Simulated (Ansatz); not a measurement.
# A computed series for W: response to strain

The reference is W in the bcc (W type) structure (space group Im-3m, No. 229; a = 3.169 Å; relaxed with 0.1 eV smearing). Axes: x, y, z lie along the cube axes.

Strains are applied to the cell and any free atomic positions relax; under biaxial strain the out-of-plane vector relaxes too.

Method: DFT with r2SCAN, PAW potentials and a 500 eV plane-wave cutoff in Ansatz (a quantum-chemistry and plane-wave program), no spin-orbit coupling.

Notes on the quantities. energy relative to the base: free energy F.

| biaxial strain, plane normal [001], relaxed out of plane (%) | energy relative to the base (meV/atom) |
|---|---|
| 0 | 0.0 |
| 0.5 | 1.5 |
| 1 | 5.9 |
| 1.5 | ? |
| 2 | 23.0 |
| 2.5 | 35.6 |
| 3 | 50.8 |

Problem. Fit ΔE = Aε² + Bε³ (ε in %) to the rows shown and predict the withheld row.

Solution. Least squares on the printed values gives A = 5.97 and B = -0.11 meV/atom (largest residual 0.0 meV/atom); this predicts 13.1 meV/atom, and the run gives 13.1 meV/atom, in agreement.

No phonon test of stability was made. The final runs are not spin-polarised.
